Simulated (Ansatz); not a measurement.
Abridged Ansatz (a program for electronic structure) output:

```
Relaxation: its limit of steps is 50 (relax.max_steps)
Pseudopotential: Be, paw, valence charge 2
Crystal: 2 atoms, lattice volume = 15.578 Å³
Basis set: ecut = 420 eV, 311 PW (Γ), exchange–correlation on 32×32×48 points (8 copies of the dense FFT grid, shifted against one another)
Bands: 6, of which v1, the nominal top of the filled ones, is band 2 counted from 1 (1 counted from 0)
Symmetry: 24 space group operations
k-points: 765 of 13456
Functional: x = pbe(κ = 0.804, μ = 0.2195149727645171), c = pbe(β = 0.06672455060314922)
SCF iter   1: F=—  HF=-185.529191 eV  |F-HF|=—  |Δ(HF+E_count)|=         —  Δρ=1.35e-3  dr2=1.98e-4  ethr=1.77e-3  ⟨swp⟩=5.4  Hψ=39836  notcnv=0
SCF iter   2: F=—  HF=-185.529210 eV  |F-HF|=—  |Δ(HF+E_count)|=   1.88e-5  Δρ=8.38e-4  dr2=7.90e-5  ethr=4.95e-6  ⟨swp⟩=1.3  Hψ=10945  notcnv=0
SCF 1 converged in 6 iterations: F = -185.529240 eV  dr2 = 6.59e-14
relax step   1: F+E_penalty+E_count = -185.52923977 eV  Δ(F+E_penalty+E_count) = +0.000e0 eV  max|allowed force component| = 4.441e-16 eV/Å  Δτ_max = 0.0000 Å  (6 SCF iters, accepted)
SCF converged after 6 iterations
Free energy (F): -185.529240 eV
Internal energy: -185.525365 eV  (E = F + TS)
E sigma→0 (E₀):  -185.527302 eV
Entropy (-TS):   -0.003875 eV (-1.937 meV/atom)
Fermi energy:    8.355936 eV
--- Forces (eV/Å), atoms counted from 1 ---
  atom   1  Be     0.00000000     0.00000000    -0.00000000
  atom   2  Be     0.00000000    -0.00000000     0.00000000
--- Stress (GPa, compression-positive) ---
        1.812194      -0.000000       0.000000
        0.000000       1.812194       0.000000
        0.000000       0.000000       2.062992
  P = ⅓ Tr σ = 1.8958 GPa (18.958 kbar)
--- Relaxed structure (1 steps of the walk, 1 accepted, 0 SCFs on fresh bases) ---
  atoms:
    - { symbol: Be, position: [0.6666666666666665, 0.33333333333333326, 0.75] }
    - { symbol: Be, position: [0.33333333333333326, 0.6666666666666665, 0.25] }
```

What was computed, and what are the main results?

Be, 2 atoms in the cell, with Kohn–Sham DFT with the PBE functional, run in Ansatz with PAW and 420 eV plane waves, no SOC. The last SCF converged to F = -185.529240 eV, or -92.7646 eV per atom, at a pressure of 1.90 GPa. The total energy compares only with runs of the same code, potentials and settings.

The cells carry an imposed strain or load. Whether these cells are dynamically stable was not tested. The cell was made from Be in the hcp (Mg type) structure (space group P6_3/mmc, No. 194) by this change: isotropic strain −0.50 %.

Keys are those of Ansatz 0.2.
